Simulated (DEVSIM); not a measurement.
System: Co/HfO2/n-Ge capacitor, at 300 K.

Layer 1 from the left is HfO2, thickness (nm) 23.0. Layer 2 from the left is Ge, thickness (nm) 660, Nd (cm⁻³) 8.2e17.

Metal gate on the left, work function 5 eV. Fixed charge at the semiconductor interface 0 cm⁻² (in units of +e); interface traps 1e10 cm⁻² eV⁻¹, uniform in energy, neutral level at 0.7 of the gap above the valence band.

This is a model device: material constants are rounded textbook-type values typed into the input, and sizes, dopings and lifetimes were drawn at random. Values at 300 K.

HfO2: gap (eV) 5.7, affinity (eV) 2.5, permittivity 22. Ge: gap (eV) 0.664, affinity (eV) 4, permittivity 16, Nc (cm⁻³) 1.04e19, Nv (cm⁻³) 6e18.

DEVSIM, 1D Poisson equation in equilibrium, Boltzmann statistics, complete ionisation; no quantum confinement or tunnelling. Metal contacts follow the ideal Schottky-Mott rule: no Fermi-level pinning, no interface dipoles.

### Question
What does the simulation give for the flat-band voltage, the minimum of the low-frequency capacitance, the threshold voltage (band bending 2φF)?

### Answer
flat-band voltage 0.93 V; minimum of the low-frequency capacitance 0.306 μF/cm²; threshold voltage (band bending 2φF) -0.15 V.
